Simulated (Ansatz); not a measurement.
Al12W (Im-3, No. 204), treated with PBEsol (PAW; Ansatz, a quantum-chemistry and plane-wave program).

Run with plane-wave cutoff 520 eV, 10×10×10 k mesh, Fermi–Dirac smearing 0.05 eV, no spin polarisation, scalar-relativistic PAW data made under PBE.

Pressure at four volumes; x = ln(V/16.473 Å³). One pressure is withheld.

```json
[
 {"V (Å³/atom)": "15.815", "x": "-0.0408", "P (GPa)": "?"},
 {"V (Å³/atom)": "16.144", "x": "-0.0202", "P (GPa)": "2.07"},
 {"V (Å³/atom)": "16.473", "x": "0.0000", "P (GPa)": "0.00"},
 {"V (Å³/atom)": "17.132", "x": "0.0392", "P (GPa)": "-3.46"}
]
```

Problem. Pass a parabola P(x) through the three rows shown, estimate the bulk modulus and its pressure derivative near zero pressure, and predict the withheld pressure.

Solution. Slopes between the rows: (0.00 − (2.07))/(0.0000 − (-0.0202)) = -102.48 and (-3.46 − (0.00))/(0.0392 − (0.0000)) = -88.27 GPa. Their difference over the span 0.0594 is c = 14.21/0.0594 = 239.2 GPa, so P(x) = 2.07 + (-102.48)(x − (-0.0202)) + 239.2 (x − (-0.0202))(x − (0.0000)). At the middle row B = −dP/dx = −[-102.48 + 239.2 × 0.0202] = 97.6 GPa, and B′ = dB/dP = 2c/B = 4.9. At x = -0.0408 the parabola gives 4.38 GPa; the run gives 4.36 GPa. The Birch–Murnaghan fit to the energies at all volumes has B0 = 96.9 GPa and B′ = 4.7.

Spin–orbit coupling is not included.
